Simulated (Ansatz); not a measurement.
Si3N4 (P6₃/m, No. 176), treated with PBE-D3(BJ) (plane waves, PAW; Ansatz, a quantum-chemistry and plane-wave program).

Numerical settings: plane-wave cutoff 520 eV, 6×6×12 k mesh (along the axes of the cell as run), Fermi–Dirac smearing 0.01 eV, scalar-relativistic PAW data made under PBE.

Computed at the level's own relaxed cell.

**Question.** Predict the lattice constant a and c axis length.

**Answer.** 
* **lattice constant a**: 7.619 Å
* **c axis length**: 2.911 Å

The computed numbers hold no vibrational or temperature effects.

Computing time: roughly 110 core-seconds.
